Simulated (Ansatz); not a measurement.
The reference is LiF in the rock salt structure (space group Fm-3m, No. 225; a = 4.068 Å).

Structures relaxed with DFT with PBE, PAW potentials and a 420 eV plane-wave cutoff in Ansatz (a first-principles code), without spin-orbit coupling.

Base:

Simulated powder pattern, Cu Kα1, λ = 1.54056 Å (kinematic, ideal powder, no thermal factors, no anomalous dispersion; the 8 strongest lines at most, above 2 %, up to 2θ = 90°):

```json
[
 {"2θ (°)": "38.29", "I/Imax (%)": "75", "hkl": "(111)"},
 {"2θ (°)": "44.51", "I/Imax (%)": "100", "hkl": "(200)"},
 {"2θ (°)": "64.76", "I/Imax (%)": "50", "hkl": "(220)"},
 {"2θ (°)": "77.81", "I/Imax (%)": "12", "hkl": "(311)"},
 {"2θ (°)": "81.98", "I/Imax (%)": "14", "hkl": "(222)"}
]
```

It is then changed as follows: the cell is scaled by 0.9850 in all directions; the atoms relax in the strained cell.

After the change:

Simulated powder pattern, Cu Kα1, λ = 1.54056 Å (kinematic, ideal powder, no thermal factors, no anomalous dispersion; the 8 strongest lines at most, above 2 %, up to 2θ = 90°):

```
2θ (°)  I/Imax (%)    hkl
------  ----------  -----
38.90           75  (111)
45.22          100  (200)
65.87           50  (220)
79.22           12  (311)
83.51           14  (222)
```

The indices refer to the base's conventional cell; one index is shown for lines that coincide.

Whether these cells are dynamically stable was not tested.
